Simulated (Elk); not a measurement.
Input and output of a self-consistent single point for Al₂Cu (P1, 3 atoms in the cell) (Elk).

Method of the run: PBEsol, all-electron FP-LAPW, Elk's shipped species files, default APW+lo basis (Elk).

The change in words: atoms moved at random. Reference geometry:
```yaml
crystal:
  lattice:
    - [-2.03034, 2.03034, 2.85109]
    - [2.03034, -2.03034, 2.85109]
    - [2.03034, 2.03034, -2.85109]
  atoms:
    - { symbol: Al, position: [0.75000, 0.25000, 0.50000] }
    - { symbol: Al, position: [0.25000, 0.75000, 0.50000] }
    - { symbol: Cu, position: [0.50000, 0.50000, 0.00000] }
```

Reference input (self-consistent single point, DFT, PBEsol, all-electron FP-LAPW, Elk's shipped species files, default APW+lo basis): xctype = 22; stype = 0; swidth = 0.00183747 Ha; ngridk = 9 9 9; rmtscf = 0.96; maxscl = 100. This run's input differs from it in these lines:

```diff
@@ -27,7 +27,7 @@
   2
-  0.7500000000  0.2500000000  0.5000000000    0.0 0.0 0.0
-  0.2500000000  0.7500000000  0.5000000000    0.0 0.0 0.0
+  0.7422240000  0.2422730000  0.5068830000    0.0 0.0 0.0
+  0.2613440000  0.7612940000  0.5026950000    0.0 0.0 0.0
   'Cu.in'
   1
-  0.5000000000  0.5000000000  0.0000000000    0.0 0.0 0.0
+  0.4964310000  0.4964330000  -0.0095780000    0.0 0.0 0.0
```

Output (repeated stretches shortened):

```
│ Self-consistent loop started │
│ Loop number : 1 │
 total energy                :     -2108.12150423
│ Loop number : 2 │
 total energy                :     -2111.08834654
RMS change in Kohn-Sham potential (target) :   0.9331603351     (  0.1000000000E-05)
Absolute change in total energy (target)   :    2.966842315     (  0.1000000000E-03)
│ Loop number : 3 │
 total energy                :     -2110.07563782
RMS change in Kohn-Sham potential (target) :   0.9435005126     (  0.1000000000E-05)
Absolute change in total energy (target)   :   0.2709981386     (  0.1000000000E-03)
│ Loop number : 4 │
   [... lines left out ...]
Absolute change in total energy (target)   :   0.1333088803E-02 (  0.1000000000E-03)
│ Loop number : 16 │
 total energy                :     -2138.47881372
RMS change in Kohn-Sham potential (target) :   0.5262663547E-06 (  0.1000000000E-05)
Absolute change in total energy (target)   :   0.2955739169E-03 (  0.1000000000E-03)
│ Loop number : 17 │
 total energy                :     -2138.47881135
RMS change in Kohn-Sham potential (target) :   0.7799576299E-07 (  0.1000000000E-05)
Absolute change in total energy (target)   :   0.7152387252E-04 (  0.1000000000E-03)
Convergence targets achieved

│ Loop number : 18 │

Energies :
 Fermi                       :     0.239802122721
 total energy                :     -2138.47880959

Density of states at Fermi energy :    56.05698494
 (states/Hartree/unit cell)

Estimated indirect band gap :   0.8342534164E-04
 from k-point    467 to k-point     70
Estimated direct band gap   :   0.2767813185E-02
 at k-point     81

Charges :
 core                        :    20.00000000
 valence                     :    35.00000000
 interstitial                :    4.572637754
 muffin-tins (core leakage)
  species :    1 (Al)
   atom    1                 :    11.07835238     (  0.7607977353E-03)
   atom    2                 :    11.07744749     (  0.7606464803E-03)
  species :    2 (Cu)
   atom    1                 :    28.27156237     (  0.2744920300E-03)
 total in muffin-tins        :    50.42736225
 total calculated charge     :    54.97758649
 total charge                :    55.00000000
 error                       :   0.2241351494E-01

│ Self-consistent loop stopped │
```

The run converged in 18 iterations. The count includes the last loop, which Elk runs after its targets are met. Against the reference run the total energy rises by 11.5 meV/atom.

The starting cell comes from a database of computed structures (which also holds hypothetical and non-ambient phases and stackings), without a prior relaxation at this level. For this run, on top of that: atoms moved at random. Spin polarisation is off. Values depend on the basis (sphere radii, cutoffs, local orbitals), which need not be converged. The log's line on a gap gives a spacing of levels on this mesh, which the program prints for metals too.

Cost on one core of a shared machine: roughly 7 min.
